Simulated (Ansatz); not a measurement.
# A self-consistent single point of B5Ir3W2 (Imm2, 10 atoms in the cell) with Ansatz

Computed with r2SCAN, default PAW files made with PBE (plane waves; Ansatz, a program for electronic structure).

The input file:

Ansatz 0.2 input:
```yaml
crystal:
  lattice:
    - [-1.442245, 7.864600, 2.354605]
    - [1.442245, -7.864600, 2.354605]
    - [1.442245, 7.864600, -2.354605]
  atoms:
    - { symbol: B, position: [0.479290, 0.700150, 0.779140] }
    - { symbol: B, position: [0.921010, 0.700150, 0.220860] }
    - { symbol: B, position: [0.078140, 0.299680, 0.778460] }
    - { symbol: B, position: [0.521220, 0.299680, 0.221540] }
    - { symbol: B, position: [0.344960, 0.844960, 0.500000] }
    - { symbol: Ir, position: [0.001930, 0.001930, 0.000000] }
    - { symbol: Ir, position: [0.594750, 0.499980, 0.094770] }
    - { symbol: Ir, position: [0.405210, 0.499980, 0.905230] }
    - { symbol: W, position: [0.848360, 0.499980, 0.348380] }
    - { symbol: W, position: [0.151600, 0.499980, 0.651620] }
basis:
  ecutwfc: 500.0
kpoints:
  mp_grid: { grid: [9, 9, 9] }
hamiltonian:
  xc: r2scan
  pseudopotentials: { kind: paw }
scf:
  occupations: { method: fermi_dirac, width: 0.1 }
output:
  forces: true
  eigenvalues: true
  stress: true
```

Log, with long lists cut:

```
WARN ansatz: RAYON_NUM_THREADS=1 ignored (pool sized by the plan → 1); use --threads N
basis.fft_grid_basis auto: the FFT boxes are laid along the combinations [[1, 1, 0], [0, 1, 1], [0, 0, 1]] of the cell's own vectors, 4.709, 2.884 and 8.335 Å …
Pseudopotentials: kind: paw
Pseudopotential: B, paw, valence charge 3
Pseudopotential: Ir, paw, valence charge 17
Pseudopotential: W, paw, valence charge 14
Crystal: 10 atoms, lattice volume = 106.830 Å³
Basis set: ecut = 500 eV, 2693 PW (Γ), FFT grids on a1+a2, a2+a3, a3, exchange–correlation on 144×96×256 points (64 copies of the dense FFT grid, shifted against one another)
Bands: 57, of which v1, the nominal top of the filled ones, is band 47 counted from 1 (46 counted from 0)
Symmetry: 4 space group operations
Space group: Imm2 (ITA 44), of the structure as read, at distance tolerance 4.7e-5 Å
k-points: 125 of 729 (time reversal used)
PAW frozen core: B, regenerated for the run's functional
PAW frozen core: Ir, regenerated for the run's functional
PAW frozen core: W, regenerated for the run's functional
Initial density: superposition of atomic densities (neutral atoms: chi_scale 0, normalization atom), corrected by the library's trained network
Initial wavefunctions: pseudopotential atomic-orbital guess
Eigensolver: davidson
Functional: x = r2scan, c = r2scan; τ floored in thin density (d = 2e-4 eV/Å³)
SCF iter   1: F=—  HF=-57427.119106 eV  |F-HF|=—  |Δ(HF+E_count)|=         —  Δρ=1.26e-2  dr2=1.64e-1  dr2_τ=8.33e-1  ethr=1.77e-3  ⟨swp⟩=6.0  Hψ=26339  notcnv=0  defer=23
all-band conjugate gradients solve this SCF's bands
preconditioner: auto → Kerker (q_TF=auto, 2.671 Å⁻¹)
SCF iter   2: F=—  HF=-57427.356453 eV  |F-HF|=—  |Δ(HF+E_count)|=   2.37e-1  Δρ=7.46e-3  dr2=4.95e-2  dr2_τ=2.15e-3  ethr=1.75e-4  ⟨swp⟩=2.0  Hψ=12745  notcnv=0  defer=130
SCF iter   3: F=—  HF=-57427.361372 eV  |F-HF|=—  |Δ(HF+E_count)|=   4.92e-3  Δρ=1.45e-3  dr2=4.90e-3  dr2_τ=5.66e-4  ethr=5.26e-5  ⟨swp⟩=2.0  Hψ=10018  notcnv=0  defer=130
SCF iter   4: F=—  HF=-57427.361577 eV  |F-HF|=—  |Δ(HF+E_count)|=   2.05e-4  Δρ=7.26e-4  dr2=8.15e-4  dr2_τ=2.13e-4  ethr=5.22e-6  ⟨swp⟩=2.0  Hψ=9707  notcnv=0  defer=130
SCF iter   5: F=—  HF=-57427.361521 eV  |F-HF|=—  |Δ(HF+E_count)|=   5.58e-5  Δρ=2.91e-4  dr2=2.42e-4  dr2_τ=2.44e-5  ethr=8.67e-7  ⟨swp⟩=2.0  Hψ=9657  notcnv=0  defer=130
SCF iter   6: F=—  HF=-57427.361523 eV  |F-HF|=—  |Δ(HF+E_count)|=   1.49e-6  Δρ=1.18e-4  dr2=5.01e-5  dr2_τ=8.55e-7  ethr=2.57e-7  ⟨swp⟩=1.4  Hψ=7071  notcnv=0  defer=130
SCF iter   7: F=—  HF=-57427.361539 eV  |F-HF|=—  |Δ(HF+E_count)|=   1.56e-5  Δρ=6.09e-5  dr2=7.40e-6  dr2_τ=1.44e-6  ethr=5.33e-8  ⟨swp⟩=2.3  Hψ=8948  notcnv=0  defer=129
SCF iter   8: F=—  HF=-57427.361538 eV  |F-HF|=—  |Δ(HF+E_count)|=   5.52e-7  Δρ=1.29e-5  dr2=2.11e-7  dr2_τ=8.03e-9  ethr=7.87e-9  ⟨swp⟩=2.0  Hψ=9446  notcnv=0  defer=129
SCF iter   9: F=-57427.361538 eV  HF=-57427.361538 eV  |F-HF|=3.30e-9  |Δ(HF+E_count)|=   9.17e-8  Δρ=2.54e-6  dr2=1.12e-8  dr2_τ=1.10e-9  ethr=1.06e-10  ⟨swp⟩=11.2  Hψ=27315  notcnv=0
SCF 1 converged in 9 iterations: F = -57427.361538 eV  dr2 = 1.12e-8
SCF converged after 9 iterations
Free energy (F): -57427.361538 eV
Harris-Foulkes:  -57427.361538 eV  (|F-HF|=3.30e-9)
Internal energy: -57427.271007 eV  (E = F + TS)
E sigma→0 (E₀):  -57427.316273 eV
Entropy (-TS):   -0.090531 eV (-9.053 meV/atom)
Fermi energy:    20.208598 eV
--- Per-component energies (eV) ---
  E_band       = -650.046351
  E_kinetic    = 3021.771514
  E_local      = -6088.411602  (includes V_loc(G=0)·N_el)
  E_nonlocal   = 276.677784
  E_hartree    = 2386.616929
  E_xc         = -1425.551014
  E_vxc        = -1733.162759  (∫ρ·V_xc dr)
  E_paw        = -45335.446230  (= ΣΔE_a)
  E_vpaw       = -999.412790  (= ΣTr[D̂ρ^β])
  E_aug_tail   = -0.000154  (compensation charges beyond the density's cutoff)
  E_vtau       = 99.255572  (kinetic-family band-sum trace: ∫τ·v_τ [+ j·A + Jᵃ·Aᵃ] dr)
  E_ewald      = -10260.709446
  E_core_change = -2.218788  (= ΣΔE_core)
  E_smearing   = -0.090531  (= −TS)
  E_closure    = -0.000000  (closes the sum)
  Σ components = -57427.361538   (vs F -57427.361538, Δ=0.00e0)
--- Forces (eV/Å), atoms counted from 1 ---
  atom   1  B     -0.00000000     0.04447483    -0.03466089
  atom   2  B     -0.00000000    -0.04447483    -0.03466089
  atom   3  B      0.00000000     0.03689302     0.03023893
  atom   4  B      0.00000000    -0.03689302     0.03023893
  atom   5  B     -0.00000000     0.00000000    -0.01658237
  atom   6  Ir     0.00000000    -0.00000000     0.05379647
  atom   7  Ir    -0.00000000    -0.02442625    -0.01707790
  atom   8  Ir     0.00000000     0.02442625    -0.01707790
  atom   9  W     -0.00000000     0.07659748     0.00289535
  atom  10  W      0.00000000    -0.07659748     0.00289535
  max |Σ_I F_I| component: 5.08e-6 eV/Å
--- Stress (GPa, compression-positive) ---
       -1.174224       0.000000      -0.000000
        0.000000      -1.792674       0.000000
       -0.000000       0.000000      -1.473320
  P = ⅓ Tr σ = -1.4801 GPa (-14.801 kbar)
  The stress holds the Pulay correction. Without it, at fixed plane waves, as pw.x and ABINIT print it: P = -1.5658 GPa
--- Band table (eV; the first three rows and the last of 125) ---
  k-point 0: bands = ["-74.6876", "-74.6833", "-74.4861", "-56.0060", "-56.0059", "-31.1805", "-31.0880", "-31.0003", "-30.8589", "-30.7946", "-30.7817", "-30.6994", "-30.6960", "-30.6592", "-19.7494", "-19.7272", "-19.6869", "-19.6868", "-19.3065", [...]
  k-point 1: bands = ["-74.6863", "-74.6820", "-74.4848", "-56.0019", "-56.0018", "-31.1774", "-31.0850", "-30.9970", "-30.8561", "-30.8236", "-30.8102", "-30.6964", "-30.6942", "-30.6877", "-19.7398", "-19.7203", "-19.6798", "-19.6790", "-19.3797", [...]
  k-point 2: bands = ["-74.6831", "-74.6788", "-74.4816", "-55.9916", "-55.9915", "-31.1694", "-31.0774", "-30.9888", "-30.8965", "-30.8819", "-30.8488", "-30.7622", "-30.6890", "-30.6869", "-19.7158", "-19.7031", "-19.6610", "-19.6598", "-19.5624", [...]
  k-point 124: bands = ["-74.6863", "-74.6820", "-74.4848", "-56.0020", "-56.0017", "-31.1774", "-31.0850", "-30.9970", "-30.8561", "-30.8236", "-30.8102", "-30.6964", "-30.6942", "-30.6878", "-19.7312", "-19.7272", "-19.6825", "-19.6781", [...]
```

The run converged in 9 iterations.

The starting cell comes from a database of computed structures (which also holds hypothetical and non-ambient phases and stackings), without a prior relaxation at this level. Spin-orbit coupling is off. Spin polarisation is off. Ansatz's pressure includes its estimate of the finite-basis (Pulay) stress.

Cost on one core of a shared machine: roughly 90 s.
